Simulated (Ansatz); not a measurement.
Structure of amorphous Si20O32C6H16 (periodic cell):

```xyz
74
Lattice="10.2274 0.0000 0.0000 0.0000 10.2274 0.0000 0.0000 0.0000 10.2274" Properties=species:S:1:pos:R:3 pbc="T T T"
Si     3.4990     1.3129     3.6658
Si     8.1635     9.8407     9.7799
Si     3.1948     3.5028     1.6024
Si     6.4750     7.5139     8.8020
Si     8.6211     3.7772     3.8601
Si     2.1600     8.5080     1.5511
Si     0.4996     1.4274     4.8625
Si     6.3488     0.5107     7.8580
Si     2.7611     1.0772     0.0690
Si     9.5845     7.5360     1.0933
Si     5.7095     2.7052     0.7325
Si     6.3026     7.4307     1.7538
Si     1.8563     5.7670     0.3107
Si     8.7565     3.6419     0.5908
Si     9.7304     9.4378     5.2751
Si     1.7727     8.3478     7.3466
Si     0.1526     1.7411     8.7950
Si     5.5575     9.5570     5.0636
Si     4.0580     7.8624     6.9380
Si     8.8120     6.8271     3.8903
O      7.6959     6.9240     7.9372
O      8.9320     3.5280     2.1520
O      0.4968     2.6366     7.4765
O      9.5027     5.3719     3.9711
O      4.9250     8.1190     5.5846
O      3.2186     9.1998     7.4784
O      0.7518     9.0047     6.3348
O      8.3286     9.6087     5.9686
O      2.2443     2.4795     0.7755
O      8.4346     7.1527     2.2170
O      6.3699     7.0147     0.0902
O      9.8479     2.6547     4.3099
O      9.7786     8.0942     4.2674
O      1.5519     0.9005     9.1853
O      5.6553     2.5900     2.3858
O      4.3035     0.0976     4.2995
O      2.7004     9.9688     1.0299
O      5.0986     1.2430     8.6172
O      7.7373     1.3348     8.1244
O      8.8056     8.4461    10.2105
O      9.7546     2.6183    10.0141
O      2.4799     7.2927     0.4824
O      9.1094     5.1260    10.2045
O      1.9249     1.3111     3.8760
O      2.4201     4.9231     1.6337
O      6.7471     9.2796     8.8118
O      5.7808     0.2604     6.3955
O      0.5249     8.5172     1.6813
O      7.1334     3.2628     0.1845
O      2.6535     6.9682     6.8306
O      5.0389     7.2885     8.0920
O      2.5485     5.0340     9.2491
C      1.3638     2.1411     6.4298
C      8.9763     0.5506     8.4456
C      4.2597     2.5593     2.7080
C      7.6935     5.6203     7.3123
C     10.1997     6.0496     0.1175
C      4.7344     1.2711    10.0047
H      2.1189     1.4516     6.8397
H      7.5645     0.3899     0.6632
H      2.5338     5.4814     8.3805
H      4.5575     3.8827     0.6022
H      7.4134     4.8389     8.0298
H      6.0892     5.9952     2.2615
H      8.7104     5.4230     6.9568
H      5.0972     0.3547     0.2884
H      7.4785     6.9300     4.5204
H      7.0116     5.6042     6.4524
H      0.0472     6.5266     9.3424
H      2.8012     8.2575     2.8517
H      1.9028     3.0210     6.0367
H      9.1348    10.0969     7.5863
H      1.1196     8.0862     8.6367
H      6.6389     9.3806     4.1090
```

Calculation: PBE, scalar-relativistic without spin-orbit coupling (plane waves to 420 eV, PAW; Ansatz, a quantum-chemistry and plane-wave program).

The cell was made by melting and quenching with the CHGNet potential and then relaxed with DFT. O atoms were pushed apart under 1.9 Å during the dynamics, to hinder bonds among them. The hot cell started wider than the set density and was brought back towards it in steps. It is the lowest in DFT energy of 2 quenches. It is a model cell: composition and starting density were chosen by hand, and all elements were melted together. No dispersion term was used. Its density started from a set value of 1.80 and ended at 1.80 g/cm³. The quench (nominally 340 K/ps over its main leg) was far faster than any real one, so the model tends to hold more defects than a real film. Values belong to this one cell and scatter from quench to quench. The volume was free in the relaxation, at fixed shape. Stress components on the final sampling reach 1.6 GPa.

Cut-offs for bonds: Si-Si 2.60 Å, Si-O 1.98 Å, Si-C 2.19 Å, Si-H 1.76 Å, O-O 1.58 Å, O-C 1.70 Å, O-H 1.16 Å, C-C 1.78 Å, C-H 1.32 Å, H-H 0.90 Å. Two cations that share two anions don't count as bonded, nor two that share one unless they lie closer than Si-Si 2.38 Å, Si-C 2.00 Å, C-C 1.63 Å.

**Question.** Give the coordination numbers, mean bond lengths and angles.

**Answer.** 
The mean coordination of Si comes out as 3.80 (1 with 2, 2 with 3, 17 with 4) and the mean coordination of O is 2.00 (1 with 1, 30 with 2, 1 with 3). The mean coordination of C is 3.83 (1 with 3, 5 with 4) and the mean coordination of H is 1.06 (15 with 1, 1 with 2). The mean Si-O bond comes out as 1.657 Å (spread 0.057 Å, 57 counted), the mean Si-C bond is 1.883 Å (spread 0.079 Å, 9 counted) and the mean Si-H bond is 1.535 Å (spread 0.096 Å, 8 counted). The mean C-H bond is 1.103 Å (spread 0.006 Å, 8 counted). The bond angle at Si is mean 109.0°, spread 8.2°. The bond angle at O is mean 133.8°, spread 20.2° and the bond angle at C is mean 109.9°, spread 7.8°.

**Question.** Which atoms depart from the most common coordination of their element?

**Answer.** Si1 has 3 (O44 1.59 Å, O36 1.59 Å, C55 1.75 Å); Si5 has 3 (O32 1.72 Å, O22 1.75 Å, O24 1.83 Å); Si12 has 2 (H64 1.54 Å, O31 1.72 Å); O28 has 1 (Si15 1.57 Å); O46 has 3 (Si4 1.79 Å, Si8 1.79 Å, Si2 1.81 Å); C55 has 3 (O35 1.43 Å, Si1 1.75 Å, Si3 1.80 Å); H62 has 2 (Si11 1.65 Å, Si3 1.73 Å).
